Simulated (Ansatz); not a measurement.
MoS2: strain tensor (xx, yy, zz, yz, xz, xy) = (−0.17, +1.67, −1.38, −0.79, −0.09, −2.24) %

The parent structure is MoS₂ in the 3R-MoS2 type structure (space group R3m, No. 160; layered, stacked along the Cartesian z axis).

```yaml
crystal:
  lattice:
    - [1.58770, 0.91666, 6.19534]
    - [-1.58770, 0.91666, 6.19534]
    - [0.00000, -1.83332, 6.19534]
  atoms:
    - { symbol: Mo, position: [0.00000, 0.00000, 0.00000] }
    - { symbol: S, position: [0.75029, 0.75029, 0.75029] }
    - { symbol: S, position: [0.58300, 0.58300, 0.58300] }
```

Cartesian axes are those of the cell as printed.

It is then changed as follows: the symmetric strain tensor [-0.0017 -0.0224 -0.0009; -0.0224 0.0167 -0.0078; -0.0009 -0.0078 -0.0138], atoms relaxed at fixed cell.

All numbers come from plane-wave PAW DFT at the r2SCAN+rVV10 level (Ansatz, a program for electronic structure, 500 eV), scalar-relativistic without spin-orbit coupling, earlier PAW set. Settings: 12×12×12 k-points, 0.05 eV Fermi–Dirac smearing.

The volume per atom is nearly the same (18.03 Å³ against 18.04 Å³) and the space group goes from R3m (No. 160) to P1 (No. 1). The shortest interatomic distance shrinks by 0.0190 Å to 2.385 Å and the energy goes up by 13 meV/atom. The pressure (mean of the normal stresses, compression positive) goes from zero to -0.93 GPa and the band gap falls by 0.20 eV (1.02 eV → 0.82 eV). The gap character comes out as indirect, Y → k = (-1/2, 0.167, -0.167) in the run's primitive reciprocal basis and the smallest direct gap shrinks by 0.106 eV, from 1.79 eV to 1.69 eV. The largest internal atomic displacement comes out as 0.028 Å and the stress (xx, yy, zz, yz, xz, xy; compression positive) amounts to (-0.21, -3.09, 0.50, 0.37, 0.22, 3.52) GPa.

Stability against distortions was not tested. Labels are those of the standard path for the cell's own space group.
